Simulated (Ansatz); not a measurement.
Consider a periodic stack without vacuum, fcc Ag (1 1 1) on zinc-blende BN (1 1 1) (film strained to the substrate, started from cuts of the bulks and a machine-learned relaxation; slabs B28N28 and Ag12, which can lie off the formulas): substrate slab B28N28, film Ag12, surface cells [[0, -2], [2, -2]] and [[1, 1], [-1, 2]], film strained by +0.9 and +0.9 %, outermost planes B/N and Ag/Ag as cut, which need not be the usual terminations and can put a slab off its formula. Its start:

```
CELL_PARAMETERS angstrom
      5.12629     0.00000    -0.00267
      2.56314     4.43950     0.00237
     -0.97392     1.68527    25.58477
ATOMIC_POSITIONS crystal
  B  0.42816 0.52529 0.06281
  B  0.92830 0.52490 0.06230
  B  0.42833 0.02452 0.06292
  B  0.92856 0.02474 0.06281
  B  0.12569 0.16103 0.14341
  B  0.62565 0.16099 0.14300
  B  0.12571 0.66070 0.14340
  B  0.62608 0.66064 0.14343
  B  0.82368 0.79632 0.22476
  B  0.32370 0.79626 0.22476
  B  0.82368 0.29624 0.22478
  B  0.32374 0.29625 0.22476
  B  0.52179 0.43151 0.30642
  B  0.02178 0.43156 0.30638
  B  0.52183 0.93152 0.30641
  B  0.02180 0.93154 0.30641
  B  0.22022 0.06660 0.38840
  B  0.72024 0.06645 0.38847
  B  0.22009 0.56656 0.38842
  B  0.72022 0.56646 0.38841
  B  0.91846 0.70090 0.47079
  B  0.41848 0.70162 0.47061
  B  0.91951 0.20078 0.47075
  B  0.41862 0.20158 0.47076
  B  0.61899 0.33516 0.55352
  B  0.11860 0.33527 0.55439
  B  0.61778 0.83708 0.55392
  B  0.11639 0.83494 0.55387
  N  0.09946 0.68709 0.07441
  N  0.59971 0.68691 0.07448
  N  0.09961 0.18683 0.07451
  N  0.59969 0.18687 0.07524
  N  0.79856 0.32106 0.15962
  N  0.29903 0.32109 0.15960
  N  0.79854 0.82162 0.15959
  N  0.29869 0.82127 0.15954
  N  0.49729 0.95602 0.24275
  N  0.99729 0.95601 0.24276
  N  0.49728 0.45602 0.24276
  N  0.99727 0.45605 0.24270
  N  0.19547 0.59114 0.32478
  N  0.69559 0.59108 0.32478
  N  0.19553 0.09121 0.32477
  N  0.69556 0.09110 0.32481
  N  0.89404 0.22606 0.40658
  N  0.39388 0.22628 0.40658
  N  0.89380 0.72606 0.40659
  N  0.39380 0.72626 0.40648
  N  0.59116 0.86168 0.48786
  N  0.09240 0.86026 0.48784
  N  0.59268 0.36185 0.48777
  N  0.09237 0.36093 0.48807
  N  0.29350 0.49350 0.57008
  N  0.79129 0.49808 0.56986
  N  0.28857 0.99530 0.56999
  N  0.78987 0.99717 0.56946
  Ag 0.19872 0.93079 0.65627
  Ag 0.52025 0.26718 0.65567
  Ag 0.86110 0.59081 0.65549
  Ag 0.56687 0.89116 0.74613
  Ag 0.89787 0.22442 0.74601
  Ag 0.23117 0.55872 0.74604
  Ag 0.93539 0.85472 0.83861
  Ag 0.26857 0.18818 0.83849
  Ag 0.60207 0.52124 0.83846
  Ag 0.30392 0.81963 0.92957
  Ag 0.63659 0.15358 0.92975
  Ag 0.96936 0.48705 0.92969
```

The start was prepared with a machine-learned potential, and the result is one local minimum, with the in-plane cell held and forces under 0.04 eV/Å; the film can end far from its bulk form.

Level of theory: PBE (plane waves to 420 eV, PAW; Ansatz, a program for electronic structure). No spin–orbit coupling; the runs are not spin-polarised; PBE gaps are too small against experiment. Its k-point mesh 6×6×1, Fermi–Dirac width 0.05 eV.

### Question
Predict the relaxed interface.

### Answer
| Quantity | Result |
|---|---|
| interface area | 22.8 Å² |
| period | 24.56 Å |
| heights between the nearest atoms of the two slabs at the two interfaces | 2.12 and 2.13 Å |
| Ag–B contacts across the interfaces within 1.22 times the sum of covalent radii | 8, mean 2.58 Å |
| Ag–N contacts across the interfaces within 1.22 times the sum of covalent radii | 4, mean 2.38 Å |
